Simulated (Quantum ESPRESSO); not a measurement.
## Energy against c/a at fixed volume: hcp Ru (space group 194) (Quantum ESPRESSO, PBEsol)

```
Ru
1.0
    2.72621     0.00000     0.00000
   -1.36311     2.36097     0.00000
    0.00000     0.00000     4.13338
Ru
2
Direct
  0.66667   0.33333   0.75000
  0.33333   0.66667   0.25000
```

Method of the run: PBEsol, GBRV 1.5 ultrasoft (PBESOL) pseudopotentials (plane waves; Quantum ESPRESSO). Settings: ecutwfc = 52 Ry; ecutrho = 416 Ry; occupations = smearing; smearing = fd; degauss = 0.0036749 Ry; potentials = {Ru: ru_pbesol_v1.2.uspp.F.UPF}; K_POINTS = automatic 28 28 16 0 0 0; conv_thr = 1e-10 Ry. The cell above is the first row's. The rows change c/a at fixed volume. In all rows fractional positions and the k mesh are held. E is the free energy at the stated smearing, counted from the lowest row.

| c/a | E (meV/atom) |
|---|---|
| 1.5162 | ? |
| 1.5320 | 12.25 |
| 1.5477 | 5.33 |
| 1.5635 | 1.26 |
| 1.5793 | 0.00 |
| 1.5951 | 1.53 |
| 1.6109 | 5.77 |
| 1.6267 | 12.65 |
| 1.6425 | 22.09 |

**Question.** Fit E against c/a with a cubic, and predict the withheld value at c/a = 1.5162.

**Answer.** With u = c/a - 1.59, the rows have u = -0.05800, -0.04230, -0.02650, -0.01070, 0.00510, 0.02090, 0.03670, 0.05250. Least squares gives E = 0.743 + 127.48·u + 5461.1·u² - 2724·u³. Residuals (row less fit): -0.002, 0.002, 0.009, -0.008, -0.005, 0.002, 0.008, -0.004; standard error 0.008 (degrees of freedom: 4). The fitted curve has its minimum at c/a = 1.58, where E = 0.00. To one more digit the minimum is at c/a = 1.578; the ideal close-packed ratio is 1.633. At the withheld row, u = -0.07380, so E = 0.743 + 127.48 × (-0.07380) + 5461.1 × (-0.07380)² - 2724 × (-0.07380)³ = 22.173 meV/atom. The calculation gives 22.06 meV/atom, 0.113 meV/atom below the prediction (0.5 % of the range of E in the table). The row lies outside the fitted rows, so this is an extrapolation. From the scatter of the fitted rows alone, a prediction at this place has a standard error of 0.021 meV/atom, so the miss is 5.3 times that.

Carrying the step between the two nearest rows on in a straight line would have given 19.21, off by 2.85; series whose last step already gives the withheld value aren't shown. The reference cell has the volume at which an earlier scan in this program and functional put its minimum by a fit; axis ratios and inner coordinates come from a measured-size cell. The runs keep the symmetry of the cell, so they don't test it for distortions. The best c/a moves a little with volume. Spin polarisation is off. In metals such curves are sensitive to mesh and smearing. Cutoffs and mesh are single choices, not tested for convergence of this quantity. Series with a scatter that would blur these digits, or in which a gap closes, are not shown. Strain series were run only where this level's volume lies within 10 % of a first guess from the measured size.

Terms beyond the fitted order, or numerical noise in single rows, can give a miss of this size; the table doesn't tell which.
